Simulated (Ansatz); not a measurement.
**A computed series for Ag: response to strain**

Base system: Ag in the fcc (Cu type) structure (space group Fm-3m, No. 225; relaxed with 0.1 eV smearing).

```
CELL_PARAMETERS angstrom
      0.00000     2.05214     2.05214
      2.05214     0.00000     2.05214
      2.05214     2.05214     0.00000
ATOMIC_POSITIONS crystal
  Ag 0.00000 0.00000 0.00000
```

Cartesian axes are those of the cell as printed.

Strains are applied to the cell and any free atomic positions relax; under biaxial strain the out-of-plane vector relaxes too.

Calculations: r2SCAN (Ansatz, a quantum-chemistry and plane-wave program), scalar-relativistic without spin-orbit coupling.

Notes on the quantities. energy relative to the base: free energy F.

```json
[
 {"biaxial strain, plane normal [001], relaxed out of plane (%)": "0", "energy relative to the base (meV/atom)": "0.0"},
 {"biaxial strain, plane normal [001], relaxed out of plane (%)": "0.5", "energy relative to the base (meV/atom)": "?"},
 {"biaxial strain, plane normal [001], relaxed out of plane (%)": "1", "energy relative to the base (meV/atom)": "0.8"},
 {"biaxial strain, plane normal [001], relaxed out of plane (%)": "1.5", "energy relative to the base (meV/atom)": "1.6"},
 {"biaxial strain, plane normal [001], relaxed out of plane (%)": "2", "energy relative to the base (meV/atom)": "2.8"},
 {"biaxial strain, plane normal [001], relaxed out of plane (%)": "2.5", "energy relative to the base (meV/atom)": "4.1"},
 {"biaxial strain, plane normal [001], relaxed out of plane (%)": "3", "energy relative to the base (meV/atom)": "5.7"}
]
```

Q: Fit ΔE = Aε² + Bε³ (ε in %) to the rows shown and predict the withheld row.

A: Least squares on the printed values gives A = 0.815 and B = -0.061 meV/atom (largest residual 0.0 meV/atom); this predicts 0.2 meV/atom, and the run gives 0.2 meV/atom, in agreement.

Whether these cells are dynamically stable was not tested.
